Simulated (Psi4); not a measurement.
Psi4 1.11, TPSS/def2-tzvp: Au(F)(CNMe) (C[N+]#[C-]->[Au][F]), 8 atoms. The geometry is a generated start, not checked to be a minimum at this level.

```yaml
task: energy
method: tpss
basis: def2-tzvp
memory: 3 GB
maxiter: 100
keys_of_the_molecule_block: symmetry c1
scf_type: df (default)
diis_max_vecs: 10 (default)
e_convergence: 1e-06 (default)
d_convergence: 1e-06 (default)
dft_radial_points: 75 (default)
dft_spherical_points: 302 (default)
effective_core_potentials: those of the basis set, past Kr
basis_functions: 182
grid_points: 173744
```

```xyz
8

Au    -0.8113     1.7618    -1.8614
F     -1.3953     3.0049    -3.1552
C      0.5097    -1.1048     1.1664
N      0.0979    -0.1952     0.2007
C     -0.2529     0.5605    -0.6063
H      0.4473    -0.6404     2.1520
H      1.5407    -1.4026     0.9680
H     -0.1362    -1.9841     1.1358
```

Charge 0 and multiplicity 1 are set for this test and not shown to be the ground state.

With the defaults (diis = true, scf_initial_accelerator = adiis, damping_percentage = 0, guess = auto, which took SAD, diis_start = 1) it converges in 11 SCF iterations. One run each on 2 threads, with these changes:
- diis_start = 4
- scf_initial_accelerator = none
- guess = modhuckel
- guess = sadno
- diis = false, scf_initial_accelerator = none, damping_percentage = 60
- damping_percentage = 20
- guess = sap
- guess = huckel
- guess = sapgau

Task: Name the settings that don't reach the solution of the defaults.

Result: No convergence: diis = false, scf_initial_accelerator = none, damping_percentage = 60 (the run ends without SCF convergence in 100 iterations). The rest reach the solution of the defaults.

| setting | SCF iterations | end |
|---|---|---|
| the defaults | 11 | same solution |
| scf_initial_accelerator = none | 11 | same solution |
| guess = huckel | 14 | same solution |
| guess = sadno | 15 | same solution |
| guess = modhuckel | 15 | same solution |
| guess = sap | 16 | same solution |
| guess = sapgau | 17 | same solution |
| diis_start = 4 | 19 | same solution |
| damping_percentage = 20 | 25 | same solution |
| diis = false, scf_initial_accelerator = none, damping_percentage = 60 | 100 | no convergence |

1 further run of the study ended by our limits or in an error and is left out.
